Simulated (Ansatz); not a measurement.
# Effective masses and thermopower of ZnSe under load (space group I-4m2)

Given:

```yaml
crystal:
  lattice:
    - [0.00000, 2.84621, 2.78142]
    - [2.84621, 0.00000, 2.78142]
    - [2.84621, 2.84621, 0.00000]
  atoms:
    - { symbol: Zn, position: [0.00000, 0.00000, 0.00000] }
    - { symbol: Se, position: [0.25000, 0.25000, 0.25000] }
```

The numbers are results of r2SCAN with spin-orbit coupling, rigid bands (plane waves, PAW; Ansatz, a quantum-chemistry and plane-wave program), not measurements. Condition of this run: biaxial stress in (001) of -0.8 GPa (compression positive) (the target of the relaxation). Geometry: cell and atoms relaxed with PBEsol, then loaded as said.

The band gap comes out as 1.75 eV and the electron conductivity mass (300 K, dilute) comes out as 0.134 mₑ. The hole conductivity mass (300 K, dilute) comes out as 0.70 (x), 0.70 (y), 0.54 (z) mₑ and the effective density of states N_c (300 K) is 1.2e18 cm⁻³. The effective density of states N_v (300 K) is 1.2e19 cm⁻³. The density-of-states mass, electrons comes out as 0.132 mₑ, the density-of-states mass, holes is 0.61 mₑ and the Seebeck coefficient, n-type 1e19 cm⁻³, 300 K is -82 μV/K. The Seebeck coefficient, p-type 1e19 cm⁻³, 300 K is 279 μV/K and the best p-type power factor at 300 K for τ = 10 fs (best axis; densities from 1e16 to 1e21 cm⁻³ tried, whether or not they can be reached) is 7.0 μW/(cm·K²) at 3e20 cm⁻³.

Rigid bands; masses and Seebeck coefficients take one relaxation time τ for all states and one kind of carrier; polarons and phonon drag are left out. Geometry: cell and atoms relaxed with PBEsol.
